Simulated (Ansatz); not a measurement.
For NiGe (Pnma, No. 62, 8 atoms in the cell; start mp-1099), PBE (Ansatz, a quantum-chemistry and plane-wave program, PAW) gives:

| Quantity | Value |
|---|---|
| bulk modulus B0 | 133 GPa |
| cohesive energy | 4.54 eV/atom |

Question: What does r²SCAN in Ansatz (PAW) give for the same quantities?

Answer: 
- bulk modulus: 148 GPa (grows by 11 %)
- cohesive energy: 4.52 eV/atom (hardly moves)

Changes are worked out from the printed values.

Unless a cell is named, each level is at its own relaxed cell (PBE 13.73, r²SCAN 13.30 Å³/atom).

The crystal itself was run without spin with PBE, r²SCAN; a magnetic state was not tried in these runs.

Caveats: the bulk modulus is −V dP/dV from two relaxed cells at ±2 % in volume (PBE, r²SCAN); the relaxation could not lower the start's symmetry, so the cell can be a saddle point above a distorted one (PBE, r²SCAN). Ansatz's density-functional and Hartree–Fock values are scalar-relativistic unless marked +SOC, with PAW data made under PBE.

A start named mp-… is a Materials Project structure, which need not be a measured phase.
